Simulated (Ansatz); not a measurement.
We consider Ca₂Pb (Fm-3m, No. 225, 3 atoms in the cell; start mp-1009756), described by LDA in Ansatz (plane waves, PAW).

Settings: plane-wave cutoff 520 eV, 8×8×8 k mesh, Fermi–Dirac smearing 0.01 eV, scalar-relativistic PAW data made under PBE.

Cell (relaxed with PBEsol):

```cif
data_Ca8Pb4
_chemical_formula_sum 'Ca8 Pb4'
_space_group_name_H-M_alt 'Fm-3m'
_space_group_IT_number 225
_space_group_name_Hall '-F 4 2 3'
_cell_length_a 7.52806
_cell_length_b 7.52806
_cell_length_c 7.52806
_cell_angle_alpha 90.000
_cell_angle_beta 90.000
_cell_angle_gamma 90.000
loop_
_atom_site_label
_atom_site_type_symbol
_atom_site_symmetry_multiplicity
_atom_site_Wyckoff_symbol
_atom_site_fract_x
_atom_site_fract_y
_atom_site_fract_z
_atom_site_occupancy
Ca1 Ca 8 c 0.25000 0.25000 0.25000 1
Pb1 Pb 4 a 0.00000 0.00000 0.00000 1
```
(The calculation used a cell of 3 atoms; values per cell refer to that cell.)

### Question
Give the computed band gap, smallest direct gap on the k points sampled and direct gap at Γ.

### Answer

* **band gap**: 0.66 eV
* **smallest direct gap on the k points sampled**: 0.70 eV
* **direct gap at Γ**: 1.25 eV

Note: cell and atoms aren't relaxed at this level (pressure -1.4 GPa).

Spin–orbit coupling is not included; with these elements it can move the gap by several tenths of an eV or more.

Computed values are for the static lattice.

A start named mp-… is a Materials Project structure, which need not be a measured phase.

Ansatz is a first-principles code.
